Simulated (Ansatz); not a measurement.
TiPt3, response to strain

The parent structure is TiPt₃ in the Cu3Au type structure (space group Pm-3m, No. 221; a = 3.900 Å; relaxed with 0.1 eV smearing). Axes: x, y, z lie along the cube axes.

Strains are applied to the cell and any free atomic positions relax; under biaxial strain the out-of-plane vector relaxes too.

All numbers come from Kohn–Sham DFT with the PBEsol functional, run in Ansatz (a program for electronic structure) with PAW and 420 eV plane waves, no SOC.

Notes on the quantities. energy relative to the base: free energy F; in-plane stress: mean in-plane stress (compression positive).

```csv
change,energy relative to the base,ratio −ε⊥/ε∥,in-plane stress
base,0 meV/atom,–,–
"biaxial strain −2.50 %, plane normal [111], relaxed out of plane",+33 meV/atom,0.72,+15.3 GPa
"biaxial strain −2.00 %, plane normal [111], relaxed out of plane",+21 meV/atom,0.71,+11.8 GPa
"biaxial strain −1.50 %, plane normal [111], relaxed out of plane",+12 meV/atom,0.71,+8.6 GPa
"biaxial strain −1.00 %, plane normal [111], relaxed out of plane",+5.0 meV/atom,0.70,+5.5 GPa
"biaxial strain −0.50 %, plane normal [111], relaxed out of plane",+1.2 meV/atom,–,+2.7 GPa
```

Whether these cells are dynamically stable was not tested. The final runs are not spin-polarised.
